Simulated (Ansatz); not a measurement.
Consider the following.

```yaml
crystal:
  lattice:
    - [0.00000, 2.17113, 2.16028]
    - [2.17113, 0.00000, 2.16028]
    - [2.17113, 2.17113, 0.00000]
  atoms:
    - { symbol: Al, position: [0.00000, 0.00000, 0.00000] }
    - { symbol: N, position: [0.25000, 0.25000, 0.25000] }
```

No spin polarisation.

Calculations: LDA in Ansatz (plane waves to 420 eV, PAW, no SOC). k-mesh 13×13×13 (Γ-centred); smearing 0.05 eV (Fermi–Dirac).

### Question
What electron mass does the calculation give?

### Answer
0.52 mₑ along k, 0.32 mₑ across (at X).

### Question
Estimate the band gap.

### Answer
3.22 eV.

### Question
What is the computed smallest direct gap?

### Answer
4.42 eV.

The cells carry an imposed strain or load. Effective masses come from finite differences of ±0.01 Å⁻¹. Along k means along the line from Γ to the band edge. No phonon test of stability was made. The cell was made from AlN in the zinc blende structure (space group F-43m, No. 216) by this change: uniaxial strain ε_zz = −0.50 %. This is not the structure that AlN has at room temperature and ambient pressure.

Ansatz is a quantum-chemistry and plane-wave program.
